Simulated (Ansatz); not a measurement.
Base system: GaSb in the zinc blende structure (space group F-43m, No. 216; a = 6.2134 Å).

Computed with PBE, PAW, 420 eV (Ansatz, an electronic-structure program; no spin-orbit coupling).

For the base:

- Pressure = 0.0 GPa
- Band gap = zero

Now apply this change: the cell is scaled by 0.9700 in all directions, atoms relaxed at fixed cell.

Predict the new energy relative to the base.

The energy rises by 38 meV/atom.

Estimate the effect on the pressure.

The pressure goes from zero to 5.1 GPa.

Predict the new band gap.

The band gap goes from zero to 0.36 eV.

What happens to the electron mass?

The electron mass amounts to 0.021 mₑ (at Γ).

With Sb present, leaving out spin-orbit coupling can change the band edges. The cells carry an imposed strain or load. Masses are band curvatures over ±0.01 Å⁻¹ around the edge. No phonon test of stability was made. The final runs are not spin-polarised. A zero or small gap of GaSb can be the functional's error rather than a property of the material.
